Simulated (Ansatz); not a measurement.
Candidates (primitive cells; geometry: relaxed with this functional, without spin-orbit coupling):
A. InTe (Fm-3m), a = b = c = 4.358 Å, α = β = γ = 60.00°
B. ScTe (P6_3/mmc), a = b = 4.0431 Å, c = 6.9356 Å, α = β = 90.00°, γ = 120.00°
C. RhTe2 (P-3m1), a = b = 3.9144 Å, c = 5.2808 Å, α = β = 90.00°, γ = 120.00°

### Question
Put the candidates in order of resistivity at 300 K, lowest first, for PBEsol, DFPT electron-phonon coupling, linearised Boltzmann equation (Ansatz, a first-principles code).

### Answer
A (18.8 μΩ·cm), C (31 μΩ·cm), B (48 μΩ·cm)

Metals; harmonic phonons alone scatter; means over directions. Halving the electron mesh moves these values by up to 8 %; q meshes are mostly untested. Some of the runs warned that the eigensolver left states short of its tolerance. Spin-orbit coupling is left out.

Formula and space group known from diffraction (Crystallography Open Database), not checked to be the room-temperature form: InTe (Fm-3m), RhTe2 (P-3m1), ScTe (P6_3/mmc).
